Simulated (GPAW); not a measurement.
Input and output of a relaxation of the atoms for Ga (Cmce, 4 atoms in the cell) (GPAW).

Method: PBE, GPAW PAW datasets PBE (gpaw-data 1.0.1) (plane waves; GPAW).

```xyz
4
Lattice="2.2160 -3.7990 0.0000 2.2160 3.7990 0.0000 0.0000 0.0000 4.5555" Properties=species:S:1:pos:R:3 pbc="T T T"
Ga     2.2160    -1.1830     1.8924
Ga     2.2160     1.1830     2.6631
Ga     2.2160    -2.6160     4.1701
Ga     2.2160     2.6160     0.3854
```

Reference input (self-consistent single point, DFT PBE, plane waves, GPAW PAW datasets PBE (gpaw-data 1.0.1)): mode = pw; ecut = 600 eV; xc = PBE; kpts = 6 6 5; mesh shift (steps) = 0.5 0.5 0.5; occupations.name = methfessel-paxton; occupations.width = 0.136 eV; occupations.order = 1; nbands = -12; convergence.density = 1e-05 e/electron; convergence.energy = 1e-05 eV/electron; symmetry.symmorphic = false. This run's input differs from it in these lines:

```diff
@@ -2,2 +2,3 @@
 from ase.dft.kpoints import monkhorst_pack
+from ase.optimize import BFGS
 from ase.units import GPa
@@ -26,2 +27,8 @@
 
+opt = BFGS(atoms, logfile='-')
+converged = opt.run(fmax=0.05, steps=40)
+print('Relaxation converged:', converged)
+print('Cell:', atoms.cell.cellpar().round(4))
+print(atoms.get_scaled_positions().round(5))
+
 energy = atoms.get_potential_energy()
```

Log, with long lists cut:

```
     iter     time        total  log10-change:
                         energy   eigst   dens
iter:   1 --:--:--   -11.554394
iter:   2 --:--:--   -11.556960   -3.08  -0.89
iter:   3 --:--:--   -11.567901   -3.11  -0.91
iter:   4 --:--:--   -11.567956   -4.59  -2.27
iter:   5 --:--:--   -11.567681   -4.98  -2.30
iter:   6 --:--:--   -11.567636   -5.91  -2.61
iter:   7 --:--:--   -11.567639c  -6.41  -2.90
iter:   8 --:--:--   -11.567639c  -7.69c -3.43
iter:   9 --:--:--   -11.567641c  -7.59c -3.63
iter:  10 --:--:--   -11.567640c  -8.62c -4.25
iter:  11 --:--:--   -11.567640c -10.64c -4.69
iter:  12 --:--:--   -11.567640c  -9.77c -4.74
iter:  13 --:--:--   -11.567640c -11.12c -5.05c
Converged after 13 iterations.

Dipole moment: (0.000000, -0.000000, -0.000000) |e|*Ang

Energy contributions relative to reference atoms: (reference = -211538.686116)

Kinetic:        +48.452067
Potential:      -39.032932
External:        +0.000000
XC:             -21.058010
Entropy (-ST):   -0.000745
Local:           +0.071732
SIC:             +0.000000
--------------------------
Free energy:    -11.567888
Extrapolated:   -11.567640

Showing only first 2 kpts
 Kpt  Band  Eigenvalues  Occupancy
  0     4      4.29684    2.00000
  0     5      4.58874    2.00000
  0     6      7.09671   -0.00000
  0     7      7.31425   -0.00000

  1     4      4.67098    2.00000
  1     5      5.99444   -0.06732
  1     6      6.95155   -0.00000
  1     7      7.16623   -0.00000

Fermi level: 5.81192

No gap
   [... lines left out ...]
Relaxation converged: True
Cell: [  4.3981   4.3981   4.5555  90.      90.     119.4883]
[[0.6557 0.3443 0.4154]
 [0.3443 0.6557 0.5846]
 [0.8443 0.1557 0.9154]
 [0.1557 0.8443 0.0846]]
Energy (eV): -11.56764
Stress tensor:
    -0.023489     0.000000     0.000000
     0.000000    -0.026808    -0.000000
     0.000000    -0.000000    -0.021583
Stress (GPa, Voigt): [-3.7634 -4.2951 -3.458  -0.      0.      0.    ]
```

The run converged. GPAW prints stress with tension positive. 

Summary of the result:
```
Quantity                                                      Result
-------------------------------------------------------  -----------
Free energy E − TS (from the program's reference atoms)  -11.5679 eV
Fermi level (on the code's own zero)                         5.81 eV
Pressure                                                    3.84 GPa
Largest force (vector length)                             0.042 eV/Å
Relaxation steps                                                   0
```

The starting cell comes from a database of computed structures (which also holds hypothetical and non-ambient phases and stackings), without a prior relaxation at this level. The relaxation keeps the symmetry of its start, so its end need not be a minimum.

Cost on one core of a shared machine: roughly 30 s.
